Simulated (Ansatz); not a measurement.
**Step by step: formation energy of Si_Cu in Cu (fcc, Fm-3m)**

Subject: the formation energy of Si_Cu in Cu (fcc, Fm-3m). Reaction: Si (diamond) + 63 Cu (fcc) → cell A.

A: a supercell of 64 sites of Cu (fcc, Fm-3m) with Si on a Cu site (12 Cu at 2.56 Å); spin state with PBE: run without spin.

Ansatz (a first-principles code) with PAW potentials; structures come from PBE relaxations, nuclei static, no net charge. Ansatz runs with its default PAW set. Other levels take these structures. The lattices are those relaxed with PBE, so at other levels the solids can be strained. Larger cells are relaxed from a start prepared with the learned potential CHGNet, on a coarser mesh till forces fall under 0.03 eV/Å, which some starts already meet. A dispersion term (D3(BJ), or D4 for r2SCAN) was computed beside these levels and is taken off wherever the name lacks it. The PAW files were made for PBE and serve at the other functionals too. Space groups of crystals are read within 0.01 Å. Mesh and cell size may move defect energies by 0.1 eV or more. Cell A has symmetry Fm-3m within 0.02 Å and got no random move, so less symmetric positions, which may lie lower, weren't tried.

Total energies of the cells in eV, at zero smearing width. They compare only within one column; the weights balance every element.

```
cell          atoms  weight         r2SCAN
------------  -----  ------  -------------
A: Cu:Si_Cu      64      +1  -418406.68724
Si (diamond)      2    −1/2    -1278.13039
Cu (fcc)         64  −63/64  -424398.58055
```

r2SCAN: (-418406.68724) − 1/2 × (-1278.13039) − 63/64 × (-424398.58055) = -0.269 eV.
